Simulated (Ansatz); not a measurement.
## The (110) surface of bcc Mo, p(2x2), one Mo site of the top plane empty (bottom of the slab: a bare face, its two planes held)

All values below come from PBE (plane waves to 420 eV, PAW; Ansatz, a first-principles code).

Slab: 23 atoms, 11.2 Å thick at the start with caps and adatoms (thin: gaps and levels are the slab's own); k 7x7x1, smearing 0.1 eV, dipole-corrected; 8 atoms held, the rest relaxed; start symmetry kept, larger cells not searched; no spin, no spin-orbit, no U. In PBE it lies 0.18 eV a 1x1 cell over the lowest computed structure of the same composition (one row in 4 of the top plane missing).

```yaml
work_function_of_the_top_face: 4.10 eV
energy_released_by_relaxation: 0.61 eV
cost: about 11 core-minutes (a rough figure)
```
